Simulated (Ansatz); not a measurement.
Base system: GaN in the zinc blende structure (space group F-43m, No. 216; a = 4.455 Å).

Structures relaxed with LDA (Ansatz, an electronic-structure program), no spin-orbit coupling.

Base:

Simulated powder pattern, Cu Kα1, λ = 1.54056 Å (kinematic, ideal powder, no thermal factors, no anomalous dispersion; the 14 strongest lines at most, above 2 %, up to 2θ = 90°):

```csv
2θ (°),I/Imax (%),hkl
34.85,100,(111)
40.46,33,(200)
58.55,41,(220)
69.98,36,(311)
73.58,7.7,(222)
87.51,6.1,(400)
```

After one change:

Simulated powder pattern, Cu Kα1, λ = 1.54056 Å (kinematic, ideal powder, no thermal factors, no anomalous dispersion; the 14 strongest lines at most, above 2 %, up to 2θ = 90°):

```tsv
2θ (°)	I/Imax (%)
34.14	100
39.63	33
57.29	42
68.41	37
71.91	7.8
85.37	6.1
```

**Question.** Name the change that was made.
A. isotropic strain +2.50 %
B. isotropic strain −2.50 %
C. isotropic strain +2.00 %
D. isotropic strain −0.50 %

**Answer.** C, isotropic strain +2.00 %. Its volume per atom is 11.73 Å³ against 11.06 Å³, and its space group is F-43m (No. 216).

Whether these cells are dynamically stable was not tested. This is not the structure that GaN has at room temperature and ambient pressure.
